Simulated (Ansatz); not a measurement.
The starting structures come from a database of crystals and need not be the phases stable at ambient conditions.

 Where the default PAW files enter, the runs use the earlier of Ansatz's two default sets.

Tunnelling through a barrier is set by its complex band structure: the current falls as exp(−2κd) with the smallest κ.

Data:

```
CELL_PARAMETERS angstrom
      3.77891     0.00000     0.00000
      1.88946     6.06761     0.00000
      0.00000     1.96594     6.15532
ATOMIC_POSITIONS crystal
  Ta 0.10581 0.78838 0.23350
  Ta 0.89419 0.21162 0.76650
  Al 0.20092 0.59816 0.82105
  Al 0.79908 0.40184 0.17895
  O  0.64204 0.71592 0.20247
  O  0.35796 0.28408 0.79753
  O  0.05781 0.88438 0.86483
  O  0.94219 0.11562 0.13517
  O  0.85870 0.28260 0.47329
  O  0.14130 0.71740 0.52671
  O  0.73744 0.52512 0.85809
  O  0.26256 0.47488 0.14191
```

Space group of this cell: C2/m. The cell is taken as given.

Transport runs along the normal of the first two printed cell vectors.

No gap correction and no spin-orbit coupling; mid-gap values are interpolated between computed energies.

Problem. Predict the band gap and the smallest decay constant κ at mid-gap from PBEsol (Ansatz, an electronic-structure program).

Solution. Gap 4.13 eV on a 8×8×6 mesh; κ = 0.415 1/Å, at (0.000, 0.167) of the in-plane reciprocal vectors. At the zone centre, at the nearest computed energy, the slowest state has κ = 0.43 1/Å.
